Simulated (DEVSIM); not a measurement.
Model (solved in DEVSIM): 1D Poisson equation in equilibrium, Boltzmann statistics, complete ionisation; no quantum confinement or tunnelling. Metal contacts follow the ideal Schottky-Mott rule: no Fermi-level pinning, no interface dipoles.

System: Cr/SiO2/p-GaAs capacitor, at 300 K.

```tsv
layer (left to right)	material	thickness (nm)	Na (cm⁻³)
1	SiO2	3.40	-
2	GaAs	12000	3.1e15
```

Metal gate on the left, work function 4.5 eV. Fixed charge at the semiconductor interface -6.1e10 cm⁻² (in units of +e); no interface traps.

This is a model device: material constants are rounded textbook-type values typed into the input, and sizes, dopings and lifetimes were drawn at random. Values at 300 K; Nc and Nv go as T^1.5, mobilities as T to minus their exponent, the gap by Varshni's rule with the affinity fixed.

```tsv
parameter	SiO2	GaAs
gap (eV)	9	1.424
affinity (eV)	0.9	4.07
permittivity	3.9	12.9
Nc (cm⁻³)	-	4.7e17
Nv (cm⁻³)	-	9e18
Varshni α (eV/K)	-	0.000541
Varshni β (K)	-	204
```

One input was changed, with this effect: capacitance of the dielectric stack little changed (1.02 μF/cm²); minimum of the low-frequency capacitance little changed (0.0174 μF/cm²); threshold voltage (band bending 2φF) 0.34 → 0.78 V; flat-band voltage -0.78 → -0.34 V.

Question: Which change was it?
(A) temperature 300 → 400 K
(B) substrate doping 3.1e+15 → 6.2e+15 cm^-3
(C) interface trap density 0 → 1e+10 cm^-2 eV^-1
(D) SiO2 thickness 0.0034 → 0.0029 μm
(E) fixed charge -6.1e+10 → -2.851e+12 cm^-2
(F) gate work function 4.5 → 4.65 eV

Answer: E, fixed charge -6.1e+10 → -2.851e+12 cm^-2
